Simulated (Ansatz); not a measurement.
Ir: energy against volume

Ir (fcc, Fm-3m, 14.508 Å³/atom and stress up to 0.01 GPa in the relaxed cell, cube axes along x, y and z) under an equal strain ε along all three axes. PBE in Ansatz, a plane-wave DFT program (PAW, default set), 420 eV, 29×29×29 Γ-centred mesh, Fermi-Dirac smearing 0.10 eV.

Here V stands for volume and E for E less E0.

```csv
volume (Å³/atom),E less E0 (meV/atom),pressure (GPa)
13.6546,59.70,24.50
13.8647,32.54,17.63
14.0769,13.86,11.28
14.2913,3.17,5.41
14.5078,0.00,0.00
14.7265,3.90,-4.99
14.9474,14.45,-9.58
15.1705,31.24,-13.80
15.3958,53.89,-17.66
15.8531,?,?
```

Problem. Using the third-order Birch-Murnaghan form, a cubic in V^(-2/3), estimate the missing E at V = 15.8531 from the other rows, showing the fit.

Solution. With u = V^(-2/3) - 0.168, the rows have u = 0.007044, 0.005271, 0.003525, 0.001806, 0.000112, -0.001556, -0.003200, -0.004820, -0.006416. Least squares gives E = 0.049 - 540.44·u + 1250095·u² + 4104230·u³. Residuals (row less fit): -0.004, 0.007, 0.003, -0.004, -0.004, -0.001, 0.005, 0.003, -0.003; standard error 0.005 (degrees of freedom: 5). Its minimum lies at u = 0.000216, so V0 = (0.168216)^(-3/2) = 14.49. There d²E/du² = 2506000 and d³E/du³ = 2.463e7, so B0 = (4/9) × 14.49^(-7/3) × 2506000 × 0.160218 = 348 GPa (the last factor turns the table's units into GPa), and B0' = 4 + (2/3) × 0.168216 × (2.463e7)/2506000 = 5.1. B0' rests on the cubic coefficient alone and has a standard error of 0.1 from these residuals. At the withheld row, u = -0.009538, so E = 0.049 - 540.44 × (-0.009538) + 1250095 × (-0.009538)² + 4104230 × (-0.009538)³ = 115.368 meV/atom. The calculation gives 115.30 meV/atom, 0.068 meV/atom below the prediction (0.1 % of the range of E in the table). The row lies outside the fitted rows, so this is an extrapolation. The scatter of the fitted rows lies at the last printed digit.

In a metal these values are sensitive to mesh and smearing; energies are taken to zero smearing, stresses follow the free energy. The runs aren't spin-polarised. Spin-orbit coupling is left out, which can shift these values for the heavy elements here. Other structures, which can take over under pressure, weren't tried. The same form fitted to the pressure column gives B0' = 5.1; series where the two differ by over 0.4 aren't shown. Rows are the converged runs of the series near zero and its far end, less any whose ions stayed unrelaxed beside relaxed ones; series whose fitted rows scatter by over a few per cent of the range, as at a crossing or softening among them, aren't shown in this form.
